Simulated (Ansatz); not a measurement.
CaO (model structure, started from the wurtzite type, P6₃/mmc, No. 194, 4 atoms in the cell), treated with LDA (Ansatz, a first-principles code, PAW).

Output (set-up and result lines):

```
Relaxation: its limit of steps is 80 (relax.max_steps)
Crystal: 4 atoms, lattice volume = 60.730 Å³
Basis set: ecut = 520 eV, 1619 PW (Γ), exchange–correlation on 60×60×72 points (8 copies of the dense FFT grid, shifted against one another)
Bands: 20, of which v1, the nominal top of the filled ones, is band 16 counted from 1 (15 counted from 0)
Symmetry: 24 space group operations
Space group: P63/mmc (ITA 194), of the structure as read, at distance tolerance 3.9e-5 Å
k-points: 76 of 864
Functional: x = slater, c = lda
SCF iter   1: F=—  HF=-4662.883281 eV  |F-HF|=—  |Δ(HF+E_count)|=         —  Δρ=1.58e-2  dr2=1.51e-1
SCF iter   2: F=—  HF=-4662.848493 eV  |F-HF|=—  |Δ(HF+E_count)|=   3.48e-2  Δρ=6.56e-3  dr2=1.28e-2
  ...
SCF 1 converged in 7 iterations: F = -4662.844296 eV  dr2 = 1.46e-9
Crystal: 4 atoms, lattice volume = 60.730 Å³
Initial density: handed on by an earlier stage of this run
SCF 2 converged in 4 iterations: F = -4662.844344 eV  dr2 = 7.85e-9
Crystal: 4 atoms, lattice volume = 60.730 Å³
SCF 3 converged in 4 iterations: F = -4662.844356 eV  dr2 = 5.32e-9
Crystal: 4 atoms, lattice volume = 60.730 Å³
SCF iter   5: F=—  HF=-4662.844356 eV  |F-HF|=—  |Δ(HF+E_count)|=  1.73e-11  Δρ=3.25e-7  dr2=4.78e-11
SCF iter   6: F=-4662.844356 eV  HF=-4662.844356 eV  |F-HF|=3.64e-12  |Δ(HF+E_count)|=  6.37e-12  Δρ=9.25e-8  dr2=3.69e-12
SCF 4 converged in 6 iterations: F = -4662.844356 eV  dr2 = 3.69e-12
SCF converged after 6 iterations
Free energy (F): -4662.844356 eV
Internal energy: -4662.844356 eV  (E = F + TS)
E sigma→0 (E₀):  -4662.844356 eV
Fermi energy:    7.889927 eV
--- Stress (GPa, compression-positive) ---
        2.165713       0.000000       0.000000
        0.000000       2.165713       0.000000
        0.000000       0.000000       2.166305
  P = ⅓ Tr σ = 2.1659 GPa (21.659 kbar)
```

### Question
Write an input file that could have produced this run (the log leaves some choices open).

### Answer
Several could match; the one computed here: 
Ansatz 0.2 input:
```yaml
crystal:
  lattice:
    - [3.8825329033, -0.000000307, 0.0]
    - [-1.9412661858, 3.3623722788, 0.0]
    - [0.0, 0.0, 4.6520052881]
  atoms:
    - { symbol: Ca, position: [0.6666666667, 0.3333333333, 0.0625998949] }
    - { symbol: Ca, position: [0.3333333333, 0.6666666667, 0.5625998949] }
    - { symbol: O, position: [0.6666666667, 0.3333333333, 0.5626001051] }
    - { symbol: O, position: [0.3333333333, 0.6666666667, 0.0626001051] }
basis:
  ecutwfc: 520
  ecutrho_ratio: 4
  xc_grid: 2
kpoints:
  mp_grid: { grid: [12, 12, 6] }
hamiltonian:
  xc: lda
  dispersion: none
  pseudopotentials: { kind: paw }
scf:
  occupations: { method: fermi_dirac, width: 0.01 }
output:
  forces: true
  stress: true
  eigenvalues: true
relax:
  f_tol: 0.004
  escape_saddle: false
  max_steps: 80
  cell: { stress_tol: 0.02, fix: [volume] }
```

The cell is one volume of an energy–volume scan, off the minimum.

The PAW data were made under PBE.

Note: the relaxation could raise the start's symmetry but not lower it, so the cell can be a saddle point.

A model structure was made by putting elements into a prototype or built by hand; it is no filed structure, need not be a known phase, and can be a saddle point held by its symmetry.
